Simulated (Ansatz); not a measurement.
Results of LDA (PAW; Ansatz, an electronic-structure program) for C (model structure, started from the Si type, Cmcm, No. 63, 12 atoms in the cell).

Run with plane-wave cutoff 520 eV, 14×14×4 k mesh (along the axes of the cell as run), Fermi–Dirac smearing 0.01 eV, scalar-relativistic PAW data made under PBE.

Cell (relaxed at this level):

```
C
1.0
    1.24296    -3.49104     0.00000
    1.24296     3.49104     0.00000
    0.00000     0.00000     8.27046
C
12
Direct
  0.75883   0.24117   0.44514
  0.24117   0.75883   0.55486
  0.24117   0.75883   0.94514
  0.75883   0.24117   0.05486
  0.43078   0.56922   0.65752
  0.56922   0.43078   0.34248
  0.56922   0.43078   0.15752
  0.43078   0.56922   0.84248
  0.97048   0.02952   0.40959
  0.02952   0.97048   0.59041
  0.02952   0.97048   0.90959
  0.97048   0.02952   0.09041
```

Q: Give the computed band gap and smallest direct gap on the k points sampled.

A: 
* **band gap**: 2.82 eV (indirect)
* **smallest direct gap on the k points sampled**: 3.54 eV

Note: the relaxation could raise the start's symmetry but not lower it, so the cell can be a saddle point.

Static lattice: no zero-point or thermal effects.

Cost on a shared machine: roughly 50 core-seconds.

A model structure was made by putting elements into a prototype or built by hand; it is no filed structure, need not be a known phase, and can be a saddle point held by its symmetry.
